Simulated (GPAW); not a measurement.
# Convergence study of the k-point mesh for Cl (Cm, 4 atoms in the cell)

```xyz
4
Lattice="2.2467 -3.1294 0.0000 2.2467 3.1294 0.0000 0.0000 0.0000 8.2848" Properties=species:S:1:pos:R:3 pbc="T T T"
Cl     3.9407     0.0000     7.4814
Cl     2.7994     0.0000     3.2891
Cl     1.6940     0.0000     4.9957
Cl     0.5527     0.0000     0.8533
```

Method: PBEsol, GPAW PAW datasets PBEsol (made by gpaw-setup) (plane waves; GPAW).

Base settings: mode = pw; ecut = 600 eV; xc = PBEsol; kpts = 3 3 2; mesh shift (steps) = 0 0 0; occupations.name = fermi-dirac; occupations.width = 0.01 eV; nbands = -6; convergence.density = 1e-05 e/electron; convergence.bands = -4.

Only quantities that move along the ladder and can be compared are tabulated.

The count of work is k-points × plane waves × bands × iterations; it is no time. 

The starting cell has typed, rounded lattice constants, without a prior relaxation at this level. Its lattice was rescaled by up to half a per cent. One atom was moved a little off its site on purpose.

```csv
kpts,free energy less the last step's (meV/atom),pressure (GPa),largest difference of a force vector from the last step's (eV/Å),gap on the mesh (eV),count of work / last
2 2 1,0.01,-0.75,0.088,2.395,0.0074
3 3 1,-13.38,-0.89,0.088,2.396,0.010
3 3 2,-0.63,-0.74,0.015,2.391,0.025
4 4 2,-0.08,-0.72,0.002,2.375,0.036
5 5 2,0.03,-0.71,0.001,2.391,0.048
5 5 3,-0.03,-0.72,0.001,2.391,0.065
6 6 3,0.00,-0.71,0.004,2.391,0.091
7 7 3,0.00,-0.71,0.001,2.391,0.12
8 8 4,0.00,-0.71,0.001,2.375,0.21
10 10 5,0.00,-0.71,0.004,2.391,0.36
12 12 5,0.00,-0.71,0.001,2.391,0.53
14 14 7,0.00,-0.71,0.000,2.380,1.0
```

Coarsest kpts that holds the pressure within 0.05 GPa of the last step, with all finer ones: 3 3 2, at 0.025 of the last step's count of work; the step before is off by 0.17 GPa.

Coarsest kpts that holds the forces within 0.01 eV/Å of the last step, with all finer ones: 4 4 2, at 0.036 of the last step's count of work; the step before is off by 0.015 eV/Å.

Coarsest kpts that holds the free energy within 1 meV/atom of the last step, with all finer ones: 3 3 2, at 0.025 of the last step's count of work; the step before is off by 13 meV/atom.

The gap on the mesh jumps up and down from mesh to mesh; it is no smooth measure of convergence.
